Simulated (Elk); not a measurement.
A self-consistent single point of V (Im-3m, 1 atom in the cell) with Elk.

Level of theory: PBE, all-electron FP-LAPW, Elk's shipped species files, APW+lo basis with extra local orbitals (Elk).

```
V
1.0
   -1.50743     1.50743     1.50743
    1.50743    -1.50743     1.50743
    1.50743     1.50743    -1.50743
V
1
Direct
  0.00000   0.00000   0.00000
```

Reference input (self-consistent single point, DFT, PBE, all-electron FP-LAPW, Elk's shipped species files, APW+lo basis with extra local orbitals): xctype = 20; rgkmax = 8; swidth = 0.00367493 Ha; ngridk = 9 9 9; gmaxvr = 16 1/bohr; nxlo = 2; lorbcnd = true; rmtscf = 0.97; lmaxi = 3; maxscl = 100. This run's input differs from it in these lines:

```diff
@@ -25,3 +25,3 @@
 swidth
-  0.00367493
+  0.0110248
 
@@ -45,3 +45,3 @@
 ngridk
-  9 9 9
+  14 14 14
```

Output (repeated stretches shortened):

```
│ Self-consistent loop started │
│ Loop number : 1 │
 total energy                :     -947.821294184
│ Loop number : 2 │
 total energy                :     -947.909238574
RMS change in Kohn-Sham potential (target) :   0.2645337302     (  0.1000000000E-05)
Absolute change in total energy (target)   :   0.8794439092E-01 (  0.1000000000E-03)
│ Loop number : 3 │
 total energy                :     -947.951366790
RMS change in Kohn-Sham potential (target) :   0.2585548010     (  0.1000000000E-05)
Absolute change in total energy (target)   :   0.6411431311E-01 (  0.1000000000E-03)
│ Loop number : 4 │
   [... lines left out ...]
Absolute change in total energy (target)   :   0.4998948949E-03 (  0.1000000000E-03)
│ Loop number : 12 │
 total energy                :     -949.380760438
RMS change in Kohn-Sham potential (target) :   0.4977605202E-06 (  0.1000000000E-05)
Absolute change in total energy (target)   :   0.1053736659E-03 (  0.1000000000E-03)
│ Loop number : 13 │
 total energy                :     -949.380746022
RMS change in Kohn-Sham potential (target) :   0.1939503752E-06 (  0.1000000000E-05)
Absolute change in total energy (target)   :   0.4075944196E-04 (  0.1000000000E-03)
Convergence targets achieved

│ Loop number : 14 │

Energies :
 Fermi                       :     0.356953082596
 total energy                :     -949.380742631

Density of states at Fermi energy :    39.25097804
 (states/Hartree/unit cell)

Estimated indirect band gap :   0.6930843031E-03
 from k-point     40 to k-point     41
Estimated direct band gap   :   0.7203815647E-02
 at k-point      3

Charges :
 core                        :    10.00000000
 valence                     :    13.00000000
 interstitial                :    1.464481842
 muffin-tins (core leakage)
  species :    1 (V)
   atom    1                 :    21.53551816     (  0.2070308369E-09)
 total in muffin-tins        :    21.53551816
 total calculated charge     :    23.00390499
 total charge                :    23.00000000
 error                       :   0.3904985686E-02

│ Self-consistent loop stopped │
```

The run converged in 14 iterations. The count includes the last loop, which Elk runs after its targets are met. Against the reference run the free energy goes down by 204 meV/atom.

The starting cell has typed, rounded lattice constants, without a prior relaxation at this level. Its lattice was rescaled by up to half a per cent. Spin polarisation is off. Values depend on the basis (sphere radii, cutoffs, local orbitals), which need not be converged. The log's line on a gap gives a spacing of levels on this mesh, which the program prints for metals too.
